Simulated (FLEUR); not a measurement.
# Input and output of a self-consistent single point for Al (Fd-3m, 2 atoms in the cell) (FLEUR)

Method: PBE, all-electron FLAPW (FLEUR), scalar-relativistic valence.

Input as run:

Input of the input generator:

```
Al FLAPW
&input film=f /
0.0000000000 5.2016846971 5.2016846971
5.2016846971 -0.0000000000 5.2016846971
5.2016846971 5.2016846971 -0.0000000000
1.0
1.0 1.0 1.0

2
13 0.7500000000 0.7500000000 0.7500000000
13 0.5000000000 0.5000000000 0.5000000000

&comp jspins=1 /
&kpt div1=8 div2=8 div3=8 gamma=t /
&end /
```

```xml
<?xml version="1.0" encoding="UTF-8" standalone="no"?>
<fleurInput fleurInputVersion="0.39">
   <comment>
      Al FLAPW                                                                                            
   </comment>
   <calculationSetup>
      <cutoffs Kmax="3.8" Gmax="15.2" GmaxXC="15.2" numbands="0"/>
      <scfLoop itmax="60" minDistance="0.00001" maxIterBroyd="15" imix="Anderson" alpha="0.05" precondParam="0.0" spinf="2.0"/>
      <coreElectrons ctail="T" frcor="F" kcrel="0" coretail_lmax="0"/>
      <xcFunctional name="pbe" relativisticCorrections="F"/>
      <magnetism jspins="1"/>
      <soc l_soc="F" theta="0.0" phi="0.0" spav="F"/>
      <expertModes spex="0" secvar="F"/>
      <geometryOptimization l_f="T" forcealpha="1.0" forcemix="BFGS" epsdisp="0.00001" epsforce="0.00001"/>
      <ldaU l_linMix="F" mixParam="0.05" spinf="1.0"/>
   </calculationSetup>
   <cell>
      <bzIntegration valenceElectrons="6.0" mode="hist" fermiSmearingEnergy="0.00367493">
         <kPointListSelection listName="default-1"/>
         <!-- k-points included here -->
         <xi:include xmlns:xi="http://www.w3.org/2001/XInclude" href="kpts.xml"> </xi:include>
      </bzIntegration>
      <!-- symmetry operations included here -->
      <xi:include xmlns:xi="http://www.w3.org/2001/XInclude" href="sym.xml"> </xi:include>
      <bulkLattice scale="1.0">
         <bravaisMatrix>
            <row-1>    0.0000000000000000     5.2016846971000001     5.2016846971000001</row-1>
            <row-2>    5.2016846971000001     0.0000000000000000     5.2016846971000001</row-2>
            <row-3>    5.2016846971000001     5.2016846971000001     0.0000000000000000</row-3>
         </bravaisMatrix>
      </bulkLattice>
   </cell>
   <atomSpecies>
      <species name="Aluminum (Al)" element="Al" atomicNumber="13">
         <mtSphere radius="2.11" gridPoints="727" logIncrement="0.016"/>
         <atomicCutoffs lmax="8" lnonsphr="6"/>
         <electronConfig flipSpins="F">
            <coreConfig>(1s1/2) (2s1/2) (2p1/2) (2p3/2)</coreConfig>
            <valenceConfig>(3s1/2) (3p1/2) (3p3/2)</valenceConfig>
            <stateOccupation state="(3p1/2)" spinUp="0.1666666666667" spinDown="0.1666666666667"/>
            <stateOccupation state="(3p3/2)" spinUp="0.3333333333333" spinDown="0.3333333333333"/>
         </electronConfig>
         <energyParameters s="3" p="3" d="3" f="4"/>
      </species>
   </atomSpecies>
   <atomGroups>
      <atomGroup species="Aluminum (Al)">
         <relPos label="                   1">-3.000/8.000 -3.000/8.000 -3.000/8.000</relPos>
         <relPos label="                   2">3.000/8.000 3.000/8.000 3.000/8.000</relPos>
         <force calculate="T" relaxXYZ="TTT"/>
      </atomGroup>
   </atomGroups>
   <output dos="F" band="F" slice="F">
      <checks vchk="F" cdinf="F"/>
      <bandDOS minEnergy="-.5*Htr" maxEnergy="0.5*Htr" sigma="0.015" storeEVData="T"/>
      <vacuumDOS vacdos="F" integ="F" star="F" nstars="0" locx1="0.0" locy1="0.0" locx2="0.0" locy2="0.0" nstm="0" tworkf="0.0"/>
      <unfoldingBand unfoldBand="F" supercellX="1" supercellY="1" supercellZ="1"/>
      <plotting iplot="0" polar="F">
         <plot TwoD="T" vec1="  1.0  0.0  0.0" vec2="  0.0  1.0  0.0" vec3="  0.0  0.0  1.0" zero="  0.0  0.0  0.0" file="plot"/>
      </plotting>
      <chargeDensitySlicing numkpt="0" minEigenval="0.0" maxEigenval="0.0" nnne="0" pallst="F"/>
      <specialOutput eonly="F"/>
      <magneticCircularDichroism mcd="F" energyLo="-10.0" energyUp="0.0"/>
   </output>
  <!-- We include the file relax.xml here to enable relaxations (see documentation) -->
  <xi:include xmlns:xi="http://www.w3.org/2001/XInclude" href="relax.xml"> <xi:fallback/> </xi:include>
</fleurInput>
```

Output, abridged:

```
      Welcome to FLEUR        (www.flapw.de)
      MaX-Release 8.1          (www.max-centre.eu)

 ========== k-point set info ==========
 Selected k-point list: default-1
 k-point list type: mesh
 8 x 8 x 8
 Number of k points: 29

 ------------Calculation Setup---------------------------
 Number of basis functions:          273
 Iteration:     1   Distance:       3.85224997 me/bohr^3
 Iteration:     2   Distance:       3.65552525 me/bohr^3
 Iteration:     3   Distance:       0.30735978 me/bohr^3
 Iteration:     4   Distance:       0.19480935 me/bohr^3
 Iteration:     5   Distance:       0.05933547 me/bohr^3
 Iteration:     6   Distance:       0.00940011 me/bohr^3
 Iteration:     7   Distance:       0.01004822 me/bohr^3
 Iteration:     8   Distance:       0.00058900 me/bohr^3
 Iteration:     9   Distance:       0.00085885 me/bohr^3
 Iteration:    10   Distance:       0.00011765 me/bohr^3
 Iteration:    11   Distance:       0.00000113 me/bohr^3

 Run finished successfully
 Stop message:
   Structural relaxation: Done

[file out, last iteration]
             iter=     12
          p o t e n t i a l   g e n e r a t o r
[...]
          integral of pseudo charge density inside the slab=        0.000000   0.000000
     coulomb potential in the interstitial region:
          density-coulomb potential integrals
          total density-coulomb potenti     -699.7567481035
          density-effective potential integrals for spin  1
          total density-effective poten   -7.4786511083E+02
          charge density-energy density integrals
          total charge density-energy d   -3.7271224263E+01
 Updated energy parameters for spin:           1
  Atom    1 3s branch from -3.59 to  1.55 htr. ; e_l = -0.0906
  Atom    1 3p branch from -2.17 to  1.98 htr. ; e_l =  0.0553
  Atom    1 3d branch from -9.99 to  2.18 htr. ; e_l =  0.2263
  Atom    1 4f branch from -9.99 to  4.36 htr. ; e_l =  0.3914
[...]
 fermi energy and band-weighting factors:
at   0.00000   0.00000   0.00000   k-weight:    0.001953
    6 eigenvalues :
   -0.162119    0.273247    0.273247    0.273247    0.340780    0.340780
   [... 2 blocks of this kind left out ...]

[...]
FERMIE:
          first approx. to ef    (T=0)  :   0.178753 htr   (energy of the highest occ. eigenvalue)
          number of occ. states  (T=0)  :         81
          first approx. to seigv (T=0)  :   0.270299 htr
          sum of weights of occ. states :   3.013672
          sum of semicore charge        :   0.000000 e
FERHIS:  Fermi-Energy by histogram:
          bandgap                     :   0.000012 htr
          charge neutrality (T=0)     :   0.027344    (zero if the highest occ. eigenvalue is "entirely" occupied)
     EF_NEWTON:  Adjust Fermi-Energy by Newton-Method.
               Number of iterations needed  :   4
               The error in the weight is   :  0.10695E-10
               The error in ef is           : -0.57190E-12 htr
     -->  new fermi energy            :   0.176994 htr
          valence charge              :   6.000000 e
          actual charge blw ef-8kt    :   5.136719 e
          actual charge blw ef+8kt    :   6.000000 e
          number of occ. states       :        93
          sum of the valence weights  :    3.000000
          entropy         :   0.436345 *kb htr/K =   0.00000 htr/K
          sum of val. single particle energies:         0.2659870672 htr
 Direct bandgap for spin            1 :    1.9866461650611067E-002  Htr
 at k-point           14  with k-vector    0.0000000000000000       0.25000000000000000       0.37500000000000000
          valence density: spin= 1
[...]
     l-like charge
     atom     s        p        d        f        total
 -->  1    0.62063  0.54193  0.04248  0.00312    1.20881
          total charge for spin  1=    6.000000
          interst. charge =       3.582381
          mt charge=              1.208809
          total charge  =    6.000000
          z= 13.     r(1)=  0.190335E-04     dx= 0.016000     m.t.index= 727
               n    l     j    energy       weight
               1.   0.   0.5  -55.1347      2.0000
               2.   0.   0.5   -3.5932      2.0000
               2.   1.   0.5   -2.1875      2.0000
               2.   1.   1.5   -2.1714      4.0000
          atom type    1  (spin 1)
          kinetic energy=  0.240155024980E+03     sum of the eigenvalues= -0.130516083060E+03
          0.00841273  electrons lost from core.
          total charge for spin  1=   26.000000
          interst. charge =       3.598876
          mt charge=             11.200562
          total charge  =   26.000000
          zc=    26.000000     qfix=    1.000000
     t o t a l  e n e r g y
          sum of eigenvalues =              -260.7661790531
          density-coulomb potential int     -699.7567481035
          density-effective potential i     -747.8651108339
          charge density-ex.-corr.energ      -37.2712242634
          el.-nucl. inter. diff. m.t.        574.1084773838
          Madelung term for atom type:       -11.4067547995
 ---->    total energy=                     -485.5658987176 htr
 ---->    (input%tkb*entropy) TS=              0.0016035381 htr
 ---->    free energy=                      -485.5675022557 htr
      extrapolation for T->0
 ---->    total electron energy=            -485.5667004866 htr
 ***** TOTAL FORCES ON ATOMS *****
 TOTAL FORCE FOR ATOM TYPE=  1  X= -3.901   Y= -3.901   Z= -3.901
                       FX_TOT= 0.000000 FY_TOT= 0.000000 FZ_TOT= 0.000000
 Structural relaxation: Done
```

The run converged in 11 iterations. FLEUR gives forces in its relaxation mode, with a further iteration, so its stop message speaks of a relaxation.

The starting cell was generated: these elements placed on a structure prototype, without a prior relaxation; it need not be a known phase or ordering of this composition. Its lattice was rescaled by a random factor within 2.5 % of one. Values depend on the basis (sphere radii, cutoffs, local orbitals), which need not be converged. The log's line on a gap gives a spacing of levels on this mesh, which the program prints for metals too.
